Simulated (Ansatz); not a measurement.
# Effect of Hf → Eu on HfN

Start from HfN in the rock salt structure (space group Fm-3m, No. 225; a = 4.526 Å).

One thing is altered: every Hf is replaced by Eu; the structure is relaxed again.

All numbers come from plane-wave PAW DFT at the r2SCAN level (Ansatz, a quantum-chemistry and plane-wave program, 500 eV), no spin-orbit coupling, earlier PAW set. Γ-centred 16×16×16 mesh, Fermi–Dirac width 0.05 eV, for the changed cell.

The volume per atom increases by 4.45 Å³ (11.59 Å³ → 16.04 Å³) and the density drops by 5.20 g/cm³ to 8.59 g/cm³. The lattice parameter a increases by 0.518 Å (4.526 Å → 5.044 Å) and the space group stays Fm-3m (No. 225). The shortest interatomic distance rises by 0.259 Å (2.263 Å → 2.522 Å) and the band gap is still zero. The magnetic state becomes ferromagnetic (base: not spin-polarised) and the largest site moment goes from zero to 6.25 μB.

Final structure:

```
CELL_PARAMETERS angstrom
      0.00000     2.52208     2.52208
      2.52208     0.00000     2.52208
      2.52208     2.52208     0.00000
ATOMIC_POSITIONS crystal
  N  0.00000 0.00000 0.00000
  Eu 0.50000 0.50000 0.50000
```

The magnetic state is the one reached from the starting moments; the real material's order can differ, and small cells can't hold many antiferromagnetic ones. The state of the 4f shell was not checked for lower solutions. Whether these cells are dynamically stable was not tested. Spin-polarised in the final run: EuN; the other runs are not. An odd electron count without spin: HfN.
